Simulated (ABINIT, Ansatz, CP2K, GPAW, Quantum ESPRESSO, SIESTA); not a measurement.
Na (Im-3m, 1 atom in the cell) computed with different codes at matched settings

Self-consistent single point.

```xyz
1
Lattice="-2.0830 2.0830 2.0830 2.0830 -2.0830 2.0830 2.0830 2.0830 -2.0830" Properties=species:S:1:pos:R:3 pbc="T T T"
Na     0.0000     0.0000     0.0000
```

Shared settings, as Ansatz (a program for electronic structure) writes them: kpoints.mp_grid.grid = 8 8 8; scf.occupations.method = fermi_dirac; scf.occupations.width = 0.1 eV. Potentials and cutoffs stand in the table.

```tsv
code	model	pressure (GPa)	cutoff
CP2K	PBEsol, GPW, DZVP-MOLOPT-SR-GTH basis, GTH-PBE potentials (GTH_POTENTIALS)	0.43	grid 950 Ry
ABINIT	PBEsol, norm-conserving pseudopotentials (PseudoDojo nc-sr-04 PBEsol standard)	0.08	1197 eV
Ansatz	PBEsol, default PAW files made with PBE	0.07	default
SIESTA	GGA PBEsol, numerical atomic orbitals DZP, PseudoDojo PBEsol standard norm-conserving potentials (rewritten from UPF to PSML)	0.52	grid 300 Ry
GPAW	PBEsol, GPAW PAW datasets PBEsol (made by gpaw-setup)	0.08	800 eV
Quantum ESPRESSO	PBEsol, SSSP 1.1.2 efficiency (PBE) pseudopotentials	0.07	40 Ry
```

The spread over the programs that give each value: pressure within 0.45 GPa.

CP2K and SIESTA use small atom-centred bases, whose incompleteness enters pressures, forces and empty levels differently from a plane-wave cutoff. Ansatz's pressure is given at a fixed set of plane waves, as the other plane-wave codes print theirs.

The starting cell comes from a database of computed structures (which also holds hypothetical and non-ambient phases and stackings), without a prior relaxation at this level. Its lattice was rescaled by a random factor within 2.5 % of one.

Left out of this page: Elk and FLEUR (not drawn, or without a comparable value).

Keys are those of Ansatz 0.2.
